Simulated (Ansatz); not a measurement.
The starting structures come from a database of crystals and need not be the phases stable at ambient conditions.

Tunnelling through a barrier is set by its complex band structure: the current falls as exp(−2κd) with the smallest κ.

Input:

```xyz
20
Lattice="5.7605 0.0000 0.0000 0.0000 5.7770 0.0000 0.0000 0.0000 8.1407" Properties=species:S:1:pos:R:3 pbc="T T T"
Sr     2.8502     2.7475     2.0352
Sr     2.9103     3.0295     6.1055
Sr     5.7305     0.1410     6.1055
Sr     0.0301     5.6361     2.0352
Hf     2.8803     0.0000     0.0000
Hf     0.0000     2.8885     0.0000
Hf     0.0000     2.8885     4.0704
Hf     2.8803     0.0000     4.0704
O      1.6169     4.1553     3.7874
O      4.1436     1.6217     4.3533
O      4.4972     4.5102     4.3533
O      1.2633     1.2668     3.7874
O      1.2633     1.2668     0.2830
O      4.4972     4.5102     7.8577
O      4.1436     1.6217     7.8577
O      1.6169     4.1553     0.2830
O      3.2624     0.0774     2.0352
O      2.4981     5.6997     6.1055
O      0.3822     2.8112     6.1055
O      5.3784     2.9659     2.0352
```

Space group of this cell: Pnma. The cell is taken as given.

Transport runs along the normal of the first two printed cell vectors.

No gap correction and no spin-orbit coupling; mid-gap values are interpolated between computed energies.

### Question
State the band gap and the smallest decay constant κ at mid-gap according to PBEsol (Ansatz, a quantum-chemistry and plane-wave program).

### Answer
Gap 4.12 eV on a 6×6×4 mesh; κ = 0.297 1/Å, at the zone centre.
